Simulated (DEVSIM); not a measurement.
System: abrupt GaAs p-n junction, at 400 K.

```tsv
layer (left to right)	material	thickness (μm)	Nd (cm⁻³)	Na (cm⁻³)	τn (s)	τp (s)
1	GaAs	0.250	-	3.2e16	2e-8	2e-8
2	GaAs	0.760	8.8e15	-	2e-8	2e-8
```

Left contact: ohmic. Right contact: ohmic. Voltage is applied to the left contact. Recombination: SRH at mid-gap, Auger. Mobility is constant in doping.

This is a model device: material constants are rounded textbook-type values typed into the input, and sizes, dopings and lifetimes were drawn at random. Values at 300 K; Nc and Nv go as T^1.5, mobilities as T to minus their exponent, the gap by Varshni's rule with the affinity fixed.

```csv
parameter,GaAs
gap (eV),1.424
affinity (eV),4.07
permittivity,12.9
Nc (cm⁻³),4.7e17
Nv (cm⁻³),9e18
μn (cm²/Vs),8500
μp (cm²/Vs),400
T exponent of μn,2.1
T exponent of μp,2.2
Cn (cm⁶/s),1e-30
Cp (cm⁶/s),1e-30
Varshni α (eV/K),0.000541
Varshni β (K),204
```

DEVSIM, 1D drift-diffusion, Boltzmann statistics, complete ionisation; no tunnelling, impact ionisation, image-force lowering or self-heating.

The thickness of layer 1 was swept, all else fixed.

```csv
thickness of layer 1 (μm),dark forward voltage at 100 A/cm² (V),dark forward voltage at 1 A/cm² (V)
0.05,0.788,0.617
0.087,0.810,0.640
0.15,0.835,0.669
0.25,(withheld),(withheld)
0.42,0.875,0.712
0.75,0.894,0.731
1.2,0.909,0.745
```

Problem. Fill in the missing entries.

Solution. 
- 0.25, dark forward voltage at 100 A/cm² (V): 0.856
- 0.25, dark forward voltage at 1 A/cm² (V): 0.692
